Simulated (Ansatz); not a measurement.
Functionals compared on a constructed model of the (100) surface of bcc Fe, ferromagnetic, from a spin-polarised start, a pseudomorphic layer of Co in the host's stacking (bottom of the slab: a bare face, its two planes held), in Ansatz (plane waves, PAW). The structure was relaxed with PBE; the other rows are single points on it. Cutoff 420 eV.

Model: 7-atom slab, 8.9 Å thick at the start (thin: gaps and levels are the slab's own), 13x13x1 mesh, Fermi-Dirac 0.1 eV, dipole correction, 2 atoms held, the rest relaxed; symmetry of the start imposed; spin-polarised, ending with about 16.5 μB a cell; orders that need a larger cell were not tried, no spin-orbit, no U. It is one candidate, not shown to be the stable structure of the face. These notes are the PBE run's.

```json
[
 {"functional": "PBE", "work function of the top face (eV)": "4.12", "magnetic moment of the cell (μB)": "16.50", "rough cost of the single point": "–"},
 {"functional": "RPBE", "work function of the top face (eV)": "?", "magnetic moment of the cell (μB)": "16.72", "rough cost of the single point": "roughly 2.6 core-minutes"}
]
```

Problem. Fill in the missing entries.

Solution. 
- RPBE, work function of the top face (eV): 3.94

Ansatz is a first-principles code.
